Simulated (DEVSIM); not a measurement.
Device: abrupt Si p-n junction, at 300 K.

```tsv
layer (left to right)	material	thickness (μm)	Nd (cm⁻³)	Na (cm⁻³)	τn (s)	τp (s)
1	Si	0.570	-	7.1e15	1.3e-7	1.3e-7
2	Si	180	1.2e17	-	1.3e-7	1.3e-7
```

Left contact: ohmic. Right contact: ohmic. Voltage is applied to the left contact. Recombination: SRH at mid-gap, Auger. Mobility is constant in doping.

Constants are typed, rounded textbook-type inputs, not results; the design itself was drawn at random and stands for no fabricated device. Values at 300 K; Nc and Nv go as T^1.5, mobilities as T to minus their exponent, the gap by Varshni's rule with the affinity fixed.

```
parameter               Si
----------------  --------
gap (eV)             1.124
affinity (eV)         4.05
permittivity          11.7
Nc (cm⁻³)          2.86e19
Nv (cm⁻³)           3.1e19
μn (cm²/Vs)           1417
μp (cm²/Vs)            470
T exponent of μn       2.3
T exponent of μp       2.2
Cn (cm⁶/s)         2.8e-31
Cp (cm⁶/s)         9.9e-32
Varshni α (eV/K)  0.000473
Varshni β (K)          636
```

Simulated with DEVSIM: 1D drift-diffusion, Boltzmann statistics, complete ionisation; no tunnelling, impact ionisation, image-force lowering or self-heating.

The temperature was swept, all else fixed.

```tsv
temperature (K)	potential step across the device at zero bias (V)	largest field in the device at zero bias (V/cm)	dark forward voltage at 100 A/cm² (V)
250	0.849	41000	0.784
300	0.766	39000	0.705
350	0.679	38000	?
400	0.589	36000	0.561
450	0.497	34000	0.494
500	0.402	32000	0.434
```

Q: Some entries are withheld; supply them.

A: 
- 350, dark forward voltage at 100 A/cm² (V): 0.632
